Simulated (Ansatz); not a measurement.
**Ta₂O₅ (Pbam, No. 55, 14 atoms in the cell; start mp-1104837)**

Level of theory: r²SCAN+rVV10 (plane waves, PAW; Ansatz, a first-principles code).

Settings: plane-wave cutoff 560 eV, 6×10×6 k mesh (along the axes of the cell as run), Fermi–Dirac smearing 0.01 eV, scalar-relativistic PAW data made under PBE.

Cell (relaxed at this level):

```
CELL_PARAMETERS angstrom
      6.20023     0.00000     0.00005
      0.00000     3.77773     0.00000
     -0.00007     0.00000     7.30393
ATOMIC_POSITIONS crystal
  Ta 0.97951 0.00000 0.98785
  Ta 0.03121 0.00000 0.48785
  Ta 0.53121 0.00000 0.22758
  Ta 0.47951 0.00000 0.72758
  O  0.95214 0.50000 0.94854
  O  0.05857 0.50000 0.44854
  O  0.55857 0.50000 0.26689
  O  0.45214 0.50000 0.76689
  O  0.25535 0.00000 0.10772
  O  0.86582 0.00000 0.24743
  O  0.75536 0.00000 0.60772
  O  0.36582 0.00000 0.46800
  O  0.14489 0.00000 0.74743
  O  0.64489 0.00000 0.96800
```

For Ta₂O₅ (Pbam, No. 55, 14 atoms in the cell; start mp-1104837), the band gap comes out as 2.68 eV (on the SCF k mesh) and the Γ–Γ gap comes out as 3.80 eV.

Note: the relaxation could not lower the start's symmetry, so the cell can be a saddle point above a distorted one.

Spin–orbit coupling is not included.

Computing time: about 100 core-minutes (a rough figure).

A start named mp-… is a Materials Project structure, which need not be a measured phase.
